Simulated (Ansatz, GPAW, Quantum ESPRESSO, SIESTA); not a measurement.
## Code comparison for CoNiGe (P6_3/mmc, 6 atoms in the cell)

Self-consistent single point.

```
CoNiGe
1.0
    3.99412     0.00000     0.00000
   -1.99706     3.45901     0.00000
    0.00000     0.00000     5.08234
Co Ni Ge
2 2 2
Direct
  0.00000   0.00000   0.50000
  0.00000   0.00000   0.00000
  0.33333   0.66667   0.75000
  0.66667   0.33333   0.25000
  0.33333   0.66667   0.25000
  0.66667   0.33333   0.75000
```

Shared settings, as Ansatz (a first-principles code) writes them: kpoints.mp_grid.grid = 9 9 6; scf.occupations.method = fermi_dirac; scf.occupations.width = 0.0073 Ry. Potentials and cutoffs stand in the table.

```json
[
 {"code": "Quantum ESPRESSO", "model": "LDA (PZ), PSlibrary PAW (LDA) pseudopotentials", "pressure (GPa)": "-12.14", "cutoff": "55 Ry"},
 {"code": "Ansatz", "model": "LDA (PW92), PAW files made with PBE", "pressure (GPa)": "-14.05", "cutoff": "default"},
 {"code": "GPAW", "model": "LDA (Perdew-Wang 92), GPAW PAW datasets LDA (gpaw-data 1.0.1)", "pressure (GPa)": "-13.04", "cutoff": "800 eV"},
 {"code": "SIESTA", "model": "LDA PW92, numerical atomic orbitals DZP, PseudoDojo LDA standard norm-conserving potentials (rewritten from UPF to PSML)", "pressure (GPa)": "-12.14", "cutoff": "grid 400 Ry"}
]
```

On Ansatz's run: spin polarisation is off.

The spread over the programs that give each value: pressure within 1.91 GPa.

SIESTA uses small atom-centred bases, whose incompleteness enters pressures, forces and empty levels differently from a plane-wave cutoff. Ansatz's pressure is given at a fixed set of plane waves, as the other plane-wave codes print theirs; with its correction for the finite basis it is -13.95 GPa. The same LDA comes in different parametrisations, which differ slightly. In the pressure, Ansatz (by 1.01) lies more than 1 GPa from the median of the plane-wave programs.

The starting cell comes from a database of computed structures (which also holds hypothetical and non-ambient phases and stackings), without a prior relaxation at this level.

Left out of this page: Elk (not drawn, or without a comparable value); FLEUR (with a known weakness of the program).

Keys are those of Ansatz 0.2.
